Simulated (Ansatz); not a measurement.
# ScAl (Pm-3m): band-structure transport figures

Data:

```yaml
crystal:
  lattice:
    - [3.34495, 0.00000, 0.00000]
    - [0.00000, 3.34495, 0.00000]
    - [0.00000, 0.00000, 3.34495]
  atoms:
    - { symbol: Sc, position: [0.50000, 0.50000, 0.50000] }
    - { symbol: Al, position: [0.00000, 0.00000, 0.00000] }
```

The numbers are results of PBEsol, rigid bands (plane waves, PAW, scalar-relativistic; Ansatz, a quantum-chemistry and plane-wave program), not measurements. How the cell was made: cell and atoms relaxed with PBEsol.

- density of states at the Fermi level = 0.759 states/(eV·cell), both spins
- bare Sommerfeld coefficient = 0.89 mJ/(mol of atoms·K²)
- Drude plasma energy = 3.5 eV
- root-mean-square Fermi velocity = 4.8e5 m/s
- resistivity times τ = 40 ×10⁻²² Ω·m·s

A metal at this level (no band gap); rigid bands, thermally averaged at 300 K, both spins. Spin-orbit coupling is left out. τ is one relaxation time for all states.

Computed structure with no diffraction record at hand here (it may be known, metastable or hypothetical): ScAl (Pm-3m).
